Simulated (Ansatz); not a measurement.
Start from GaAs in the zinc blende structure (space group F-43m, No. 216; a = 5.659 Å). Axes: x, y, z lie along the cube axes.

Computed with PBEsol (Ansatz, a program for electronic structure; PAW; 420 eV plane waves; without spin-orbit coupling), earlier PAW set.

Before the change:

* **Valence-band top at Γ**: 0.00, 0.00, 0.00 eV
* **Band gap**: 0.42 eV

Perturbation: uniaxial strain ε_xx = −2.65 %, all other strain components held at zero, atoms relaxed at fixed cell.

**Question.** What does the calculation give for the valence-band top at Γ after the change?

**Answer.** The valence-band top at Γ (three highest levels, from the VBM) changes from 0.00, 0.00, 0.00 eV to 0.00, -0.15, -0.15 eV.

**Question.** What happens to the stress?

**Answer.** The stress (xx, yy, zz, yz, xz, xy; compression positive) comes out as (3.00, 1.46, 1.46, 0.00, 0.00, 0.00) GPa.

**Question.** What happens to the band gap?

**Answer.** The band gap goes up by 0.10 eV (0.42 eV → 0.52 eV).

Whether these cells are dynamically stable was not tested.
